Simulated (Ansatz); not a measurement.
CsPbCl3 (Pm-3m) under uniaxial stress along [111] (compression positive): band gap by PBEsol with spin-orbit coupling, rigid bands (plane waves, PAW; Ansatz, a quantum-chemistry and plane-wave program). The unloaded cell, whose axes the loads refer to:

```yaml
crystal:
  lattice:
    - [5.61822, 0.00000, 0.00000]
    - [0.00000, 5.61822, 0.00000]
    - [0.00000, 0.00000, 5.61822]
  atoms:
    - { symbol: Cs, position: [0.00000, 0.00000, 0.00000] }
    - { symbol: Pb, position: [0.50000, 0.50000, 0.50000] }
    - { symbol: Cl, position: [0.00000, 0.50000, 0.50000] }
    - { symbol: Cl, position: [0.50000, 0.00000, 0.50000] }
    - { symbol: Cl, position: [0.50000, 0.50000, 0.00000] }
```

| uniaxial stress along [111] (compression positive) (GPa) | volume per atom (Å³) | band gap (eV) |
|---|---|---|
| -2 | 36.17 | 0.77 |
| -1 | 35.87 | ? |
| 0 | 35.47 | 0.62 |
| 1 | 34.93 | 0.55 |
| 2 | 34.29 | 0.46 |

Fit a straight line to band gap against the load over the rows given, and predict the row at -1 GPa.

The means are x̄ = 0.250 GPa and ȳ = 0.6000; Σ(x − x̄)(y − ȳ) = -0.6700 and Σ(x − x̄)² = 8.750, so the slope is -76.6 meV per GPa, and the rows given lie within 7.4 meV of the line. At -1 GPa the line gives 0.70 eV; the calculation gives 0.68 eV, 2.3 % from it.

 Stresses and pressures are the targets of the relaxation. Gaps are resolved to about 0.01 eV. The structure type is held at every load. Geometry: cell and atoms relaxed with PBEsol.

CsPbCl3 (Pm-3m): a high-temperature phase held by its symmetry.
